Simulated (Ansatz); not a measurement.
Response to strain in MgO

Consider MgO in the rock salt structure (space group Fm-3m, No. 225; a = 4.1592 Å). Axes: x, y, z lie along the cube axes.

Strains are applied to the cell and any free atomic positions relax; under biaxial strain the out-of-plane vector relaxes too.

Computed with LDA in Ansatz (plane waves to 420 eV, PAW, no spin-orbit coupling).

| biaxial strain, plane normal [001], relaxed out of plane (%) | out-of-plane strain (%) |
|---|---|
| 0 | 0.00 |
| 0.5 | ? |
| 1 | -0.58 |
| 1.5 | -0.85 |
| 2 | -1.12 |
| 2.5 | -1.38 |
| 3 | -1.64 |

Fit ε⊥ = −νε + γε² (strains in %) to the rows shown and predict the withheld row.

Least squares on the printed values gives ν = 0.59 (the biaxial Poisson response) and γ = 0.015 (largest residual 0.00 %); this predicts -0.29 %, and the run gives -0.29 %, in agreement.

Whether these cells are dynamically stable was not tested.

Ansatz is a first-principles code.
